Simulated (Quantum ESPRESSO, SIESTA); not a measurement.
**Equation of state of fluorite-structure AuAl2 (space group 225): energy against volume (SIESTA, LDA)**

```yaml
crystal:
  lattice:
    - [0.00000, 2.88332, 2.88332]
    - [2.88332, 0.00000, 2.88332]
    - [2.88332, 2.88332, 0.00000]
  atoms:
    - { symbol: Al, position: [0.25000, 0.25000, 0.25000] }
    - { symbol: Al, position: [0.75000, 0.75000, 0.75000] }
    - { symbol: Au, position: [0.00000, 0.00000, 0.00000] }
```

Level of theory: LDA PW92, numerical atomic orbitals DZP, PseudoDojo LDA standard norm-conserving potentials (rewritten from UPF to PSML) in SIESTA. Settings: XC.functional = LDA; XC.authors = PW92; potentials = PseudoDojo LDA standard; PAO.BasisSize = DZP; PAO.EnergyShift = 0.01 Ry; MeshCutoff = 455 Ry; kgrid.MonkhorstPack = 17 17 17; OccupationFunction = FD; ElectronicTemperature = 580.23 K; MaxSCFIterations = 150; SCF.Mixer.Method = Broyden; SCF.Mixer.Weight = 0.1; SCF.Mixer.History = 6; SCF.DM.Tolerance = 1.0E-05. The cell above is the first row's. The rows scale it uniformly. In all rows fractional positions and the k mesh are held. E is the free energy at the stated smearing, counted from the lowest row.

| V (Å^3/atom) | E (meV/atom) |
|---|---|
| 15.980 | ? |
| 16.328 | 41.55 |
| 16.675 | 21.38 |
| 17.023 | 8.24 |
| 17.370 | 1.38 |
| 17.717 | 0.00 |
| 18.065 | 3.49 |
| 18.412 | 11.39 |
| 18.760 | 23.35 |

Taking the third-order Birch-Murnaghan form, a cubic in V^(-2/3) for E over the 8 complete rows: With u = V^(-2/3) - 0.148, the rows have u = 0.007374, 0.005211, 0.003116, 0.001096, -0.000857, -0.002753, -0.004583, -0.006363. Least squares gives E = -0.069 + 545.54·u + 676199·u² + 2009586·u³. Residuals (row less fit): 0.021, -0.040, -0.017, 0.036, 0.041, -0.022, -0.050, 0.030; standard error 0.048 (degrees of freedom: 4). Its minimum lies at u = -0.000404, so V0 = (0.147596)^(-3/2) = 17.64. There d²E/du² = 1348000 and d³E/du³ = 1.206e7, so B0 = (4/9) × 17.64^(-7/3) × 1348000 × 0.160218 = 119 GPa (the last factor turns the table's units into GPa), and B0' = 4 + (2/3) × 0.147596 × (1.206e7)/1348000 = 4.9. The program's pressures in the fitted runs (not shown) pass through zero at V = 17.64, 0.02 % from this V0.

Question: Estimate the missing E (V = 15.980); what did the run itself give?

Answer: u = 0.009622, so E = -0.069 + 545.54 × 0.009622 + 676199 × 0.009622² + 2009586 × 0.009622³ = 69.575 meV/atom. The calculation gives 69.46 meV/atom, 0.115 meV/atom below the prediction (0.2 % of the range of E in the table). The row lies outside the fitted rows, so this is an extrapolation. From the scatter of the fitted rows alone, a prediction at this place has a standard error of 0.143 meV/atom, so the miss is 0.8 times that.

Carrying the step between the two nearest rows on in a straight line would have given 61.78, off by 7.68; series whose last step already gives the withheld value aren't shown. The scan was laid around a cell of about the measured size, scaled by a guess for this functional. The runs keep the symmetry of the cell, so they don't test it for distortions. A plane-wave scan with the same functional (Quantum ESPRESSO, GBRV) gives V0 = 17.59 Å^3/atom and B0 = 121 GPa; a Birch-Murnaghan fit to all rows here lies 0.3 % from it in V0 and -2 % in B0; the two differ in basis, and may differ in potentials and mesh. Values carry the incompleteness of an atom-centred basis. Spin-orbit coupling is off. Cutoffs and mesh are single choices, not tested for convergence of this quantity. Series with a scatter that would blur these digits, or in which a gap closes, are not shown. Nor are scans whose minimum lies at an end fitted in this form.
